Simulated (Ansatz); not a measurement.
# Sensitivity of a calculation on TlCuI₃ (P6_3/mmc, 10 atoms in the cell) to its settings

```
CELL_PARAMETERS angstrom
      7.86317     0.00000     0.00000
     -3.93158     6.80970     0.00000
      0.00000     0.00000     6.71791
ATOMIC_POSITIONS crystal
  Tl 0.33333 0.66667 0.75000
  Tl 0.66667 0.33333 0.25000
  Cu 0.00000 0.00000 0.00000
  Cu 0.00000 0.00000 0.50000
  I  0.14620 0.29240 0.25000
  I  0.70760 0.85380 0.25000
  I  0.14620 0.85380 0.25000
  I  0.85380 0.70760 0.75000
  I  0.29240 0.14620 0.75000
  I  0.85380 0.14620 0.75000
```

Base run A: PBE (Ansatz, a first-principles code), self-consistent single point.

Its settings: kpoints.mp_grid.grid = 3 3 3; hamiltonian.xc = pbe; hamiltonian.pseudopotentials = {kind: paw} (the program's default PAW files); scf.occupations.method = gaussian; scf.occupations.width = 0.136 eV.

The starting cell was generated: these elements placed on a structure prototype, without a prior relaxation; it need not be a known phase or ordering of this composition. Its lattice was rescaled by a random factor within 2.5 % of one. Spin-orbit coupling is off. Spin polarisation is off. In the base run, with a pressure of about 4 GPa the cell is away from its equilibrium volume at this level. In the base run, forces exceed 1 eV/Å. Ansatz's pressure includes its estimate of the finite-basis (Pulay) stress. The run gives no clean gap (levels at the Fermi energy touch, overlap or are partly filled at this smearing), which alone does not show that the compound is a metal.

ΔF is the free energy per atom less that of run A. 

Run A gave: pressure (GPa) 4.16; largest force (eV/Å) 2.083; k-points 6.

Runs:
- B: scf.convergence.dr2_threshold: default (1e-07 eV) → 1e-12 eV
- C: crystal.symmetry.detect: default → false
- D: kpoints.mp_grid.grid: 3 3 3 → 4 4 4; scf.occupations.width: 0.136 eV → 0.03 eV
- E: parallel starting moments (0 0 0.25 0.25 0 0 0 0 0 0 μB); magnetization.spin_polarized: default → true
- F: scf.mixing.preconditioner: default (the program chose LDOS) → kerker; scf.mixing.q_tf: default → 0.5
- G: scf.mixing.algorithm: default (the program chose MSR1) → broyden; scf.mixing.ndim: default → 4
- H: scf.mixing.algorithm: default (the program chose MSR1) → anderson; scf.mixing.beta: default → 1

Task: What does run D change against A?

Result: The free energy goes up by 7.1 meV/atom, the pressure moves little (4.16 to 4.18 GPa) and the largest force goes from 2.083 to 2.047 eV/Å.

| run | ΔF (meV/atom) | pressure (GPa) | largest force (eV/Å) | k-points |
|---|---|---|---|---|
| A | 0.00 | 4.16 | 2.083 | 6 |
| B | 0.00 | 4.16 | 2.083 | 6 |
| C | 0.00 | 4.16 | 2.083 | 14 |
| D | 7.1 | 4.18 | 2.047 | 12 |
| E | 0.00 | 4.16 | 2.083 | 6 |
| F | 0.00 | 4.16 | 2.083 | 6 |
| G | 0.00 | 4.16 | 2.083 | 6 |
| H | 0.00 | 4.16 | 2.083 | 6 |

Keys are those of Ansatz 0.2.
